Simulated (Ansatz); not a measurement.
Start from BeSe in the zinc blende structure (space group F-43m, No. 216).

```
CELL_PARAMETERS angstrom
      0.00000     2.58889     2.58889
      2.58889     0.00000     2.58889
      2.58889     2.58889     0.00000
ATOMIC_POSITIONS crystal
  Se 0.75000 0.75000 0.75000
  Be 0.00000 0.00000 0.00000
```

Calculations: PBE (Ansatz, an electronic-structure program, PAW, without spin-orbit coupling).

Base values:

The band gap comes out as 2.67 eV.

Now apply this change: the cell is scaled by 1.0452 in all directions; the atoms relax in the strained cell.

**Question.** How does this affect the band gap?

**Answer.** The band gap goes up by 0.24 eV to 2.91 eV.

**Question.** What does the calculation give for the energy relative to the base after the change?

**Answer.** The energy increases by 66 meV/atom.

Gaps are Kohn–Sham eigenvalue differences; semilocal functionals usually give less than the measured gap. No phonon test of stability was made.
